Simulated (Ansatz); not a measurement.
Cubic perovskite CsPbCl3 (cubic high-temperature phase) was calculated with PBEsol-D3(BJ) (plane waves, PAW; Ansatz, a program for electronic structure).

Run with plane-wave cutoff 520 eV, 6×6×6 k mesh, Fermi–Dirac smearing 0.01 eV, scalar-relativistic PAW data made under PBE.

Pressure at four volumes; x = ln(V/34.305 Å³). One pressure is withheld.

```json
[
 {"V (Å³/atom)": "32.247", "x": "-0.0619", "P (GPa)": "1.945"},
 {"V (Å³/atom)": "34.305", "x": "0.0000", "P (GPa)": "-0.001"},
 {"V (Å³/atom)": "35.677", "x": "0.0392", "P (GPa)": "-0.973"},
 {"V (Å³/atom)": "36.364", "x": "0.0583", "P (GPa)": "?"}
]
```

Task: Pass a parabola P(x) through the three rows shown, estimate the bulk modulus and its pressure derivative near zero pressure, and predict the withheld pressure.

Result: Slopes between the rows: (-0.001 − (1.945))/(0.0000 − (-0.0619)) = -31.44 and (-0.973 − (-0.001))/(0.0392 − (0.0000)) = -24.80 GPa. Their difference over the span 0.1011 is c = 6.64/0.1011 = 65.7 GPa, so P(x) = 1.945 + (-31.44)(x − (-0.0619)) + 65.7 (x − (-0.0619))(x − (0.0000)). At the middle row B = −dP/dx = −[-31.44 + 65.7 × 0.0619] = 27.4 GPa, and B′ = dB/dP = 2c/B = 4.8. At x = 0.0583 the parabola gives -1.374 GPa; the run gives -1.382 GPa. The Birch–Murnaghan fit to the energies at all volumes has B0 = 27.2 GPa and B′ = 4.7.

Note: the relaxation could not lower the start's symmetry, so the cell can be a saddle point above a distorted one.

Spin–orbit coupling is not included; it can shift volumes and moduli of such heavy elements.
